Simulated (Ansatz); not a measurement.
Start from BP in the zinc blende structure (space group F-43m, No. 216; a = 4.5364 Å). Axes: x, y, z lie along the cube axes.

Computed with r2SCAN (Ansatz, an electronic-structure program, PAW, no spin-orbit coupling), earlier PAW set.

For the base:

The band gap is 1.41 eV and the valence-band top at Γ comes out as 0.00, 0.00, 0.00 eV.

One thing is altered: compressive biaxial strain of 1.76 % in the plane normal to [111], as in epitaxy on a mismatched substrate; the out-of-plane cell vector and the atoms relax.

Problem. What does the calculation give for the ratio −ε⊥/ε∥ after the change?

Solution. The ratio −ε⊥/ε∥ comes out as 0.18.

Problem. How does this affect the band gap?

Solution. The band gap falls by 0.14 eV to 1.27 eV.

Problem. How does this affect the valence-band top at Γ?

Solution. The valence-band top at Γ (three highest levels, from the VBM) becomes 0.00, 0.00, -0.21 eV (base: 0.00, 0.00, 0.00 eV).

Whether these cells are dynamically stable was not tested.
